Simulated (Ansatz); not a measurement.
A self-consistent single point of HfNi₃ (P6_3/mmc, 8 atoms in the cell) with Ansatz (a first-principles code).

Method: PBEsol, PAW files made with PBE (plane waves; Ansatz).

The change in words: lattice scaled by 0.98. Reference geometry:
```
HfNi3
1.0
    5.28320     0.00000     0.00000
   -2.64160     4.57539     0.00000
    0.00000     0.00000     4.30447
Hf Ni
2 6
Direct
  0.33333   0.66667   0.75000
  0.66667   0.33333   0.25000
  0.15718   0.31435   0.25000
  0.84283   0.68565   0.75000
  0.84283   0.15718   0.75000
  0.15718   0.84283   0.25000
  0.68565   0.84283   0.25000
  0.31435   0.15718   0.75000
```

Reference input (self-consistent single point, DFT, PBEsol, plane waves, PAW files made with PBE): basis.ecutwfc = 420 eV; kpoints.mp_grid.grid = 5 5 6; hamiltonian.xc = pbesol; hamiltonian.pseudopotentials = {kind: paw} (the program's default PAW files); scf.occupations.method = fermi_dirac; scf.occupations.width = 0.1 eV. This run's input differs from it in these lines:

```diff
@@ -2,5 +2,5 @@
   lattice:
-    - [5.283202, 0.000000, 0.000000]
-    - [-2.641601, 4.575388, 0.000000]
-    - [0.000000, 0.000000, 4.304470]
+    - [5.177538, 0.000000, 0.000000]
+    - [-2.588769, 4.483880, 0.000000]
+    - [0.000000, 0.000000, 4.218381]
   atoms:
```

Output, abridged:

```
SCF iter   1: F=—  HF=-66035.283617 eV  |F-HF|=—  |Δ(HF+E_count)|=         —  Δρ=2.05e-1  dr2=3.34e1  ethr=3.10e-3  ⟨swp⟩=5.5  Hψ=5976  notcnv=0  defer=8
all-band conjugate gradients solve this SCF's bands
preconditioner: auto → Kerker (q_TF=auto, 2.961 Å⁻¹)
SCF iter   2: F=—  HF=-66032.453350 eV  |F-HF|=—  |Δ(HF+E_count)|=    2.83e0  Δρ=6.96e-2  dr2=5.50e0  ethr=3.10e-3  ⟨swp⟩=2.2  Hψ=2921  notcnv=0  defer=50
   [... lines left out ...]
SCF iter   8: F=—  HF=-66031.770478 eV  |F-HF|=—  |Δ(HF+E_count)|=   7.34e-5  Δρ=8.20e-5  dr2=5.02e-6  ethr=6.55e-8  ⟨swp⟩=2.1  Hψ=2962  notcnv=0  defer=51
SCF iter   9: F=—  HF=-66031.770528 eV  |F-HF|=—  |Δ(HF+E_count)|=   5.08e-5  Δρ=3.92e-5  dr2=1.42e-6  ethr=3.14e-9  ⟨swp⟩=2.1  Hψ=3114  notcnv=0  defer=51
SCF iter  10: F=—  HF=-66031.770528 eV  |F-HF|=—  |Δ(HF+E_count)|=   2.82e-7  Δρ=1.36e-5  dr2=1.26e-7  ethr=8.88e-10  ⟨swp⟩=2.0  Hψ=2742  notcnv=0  defer=51
SCF iter  11: F=-66031.770528 eV  HF=-66031.770528 eV  |F-HF|=1.10e-8  |Δ(HF+E_count)|=  7.57e-10  Δρ=2.89e-6  dr2=6.74e-9  ethr=6.25e-11  ⟨swp⟩=11.1  Hψ=8731  notcnv=0
SCF 1 converged in 11 iterations: F = -66031.770528 eV  dr2 = 6.74e-9
Free energy (F): -66031.770528 eV
Internal energy: -66031.699189 eV  (E = F + TS)
E sigma→0 (E₀):  -66031.734859 eV
Entropy (-TS):   -0.071339 eV (-8.917 meV/atom)
Fermi energy:    20.302071 eV
--- Forces (eV/Å), atoms counted from 1 ---
  atom   1  Hf     0.00000000    -0.00000000     0.00000000
  atom   2  Hf    -0.00000000     0.00000000     0.00000000
  atom   3  Ni    -0.00000000    -0.02294777     0.00000000
  atom   4  Ni    -0.00000000     0.02294777     0.00000000
  atom   5  Ni     0.01987335    -0.01147389     0.00000000
  atom   6  Ni    -0.01987335     0.01147389     0.00000000
  atom   7  Ni     0.01987335     0.01147389     0.00000000
  atom   8  Ni    -0.01987335    -0.01147389     0.00000000
--- Stress (GPa, compression-positive) ---
        3.591675       0.000000       0.000000
        0.000000       3.591675       0.000000
        0.000000       0.000000       3.245743
  P = ⅓ Tr σ = 3.4764 GPa (34.764 kbar)
  The stress holds the Pulay correction. Without it, at fixed plane waves, as pw.x and ABINIT print it: P = 3.3835 GPa
```

The run converged in 11 iterations. Against the reference run the free energy falls by 12.7 meV/atom, the pressure goes from -8.14 to 3.48 GPa and the largest force goes from 0.094 to 0.023 eV/Å.

The starting cell comes from a database of computed structures (which also holds hypothetical and non-ambient phases and stackings), without a prior relaxation at this level. Its lattice was rescaled by a random factor within 2.5 % of one. For this run, on top of that: lattice scaled by 0.98. Spin polarisation is off. With a pressure of about 3 GPa the cell is away from its equilibrium volume at this level. Ansatz's pressure includes its estimate of the finite-basis (Pulay) stress.

Keys are those of Ansatz 0.2.
